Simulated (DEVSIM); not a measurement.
Structure: W/SiO2/n-InP capacitor, at 300 K.

Layer 1 from the left is SiO2, thickness (nm) 9.50. Layer 2 from the left is InP, thickness (nm) 2900, Nd (cm⁻³) 4.7e16.

Metal gate on the left, work function 4.6 eV. Fixed charge at the semiconductor interface 6.28e11 cm⁻² (in units of +e); no interface traps.

The device is made up for the run: typed textbook-type constants, with dimensions and the other settings drawn at random. Values at 300 K.

SiO2: gap (eV) 9, affinity (eV) 0.9, permittivity 3.9. InP: gap (eV) 1.344, affinity (eV) 4.38, permittivity 12.5, Nc (cm⁻³) 5.7e17, Nv (cm⁻³) 1.1e19.

Simulated with DEVSIM: 1D Poisson equation in equilibrium, Boltzmann statistics, complete ionisation; no quantum confinement or tunnelling. Metal contacts follow the ideal Schottky-Mott rule: no Fermi-level pinning, no interface dipoles.

### Question
What does the simulation give for the threshold voltage (band bending 2φF), the flat-band voltage, the minimum of the low-frequency capacitance?

### Answer
threshold voltage (band bending 2φF) -1.64 V; flat-band voltage -0.12 V; minimum of the low-frequency capacitance 0.0554 μF/cm².
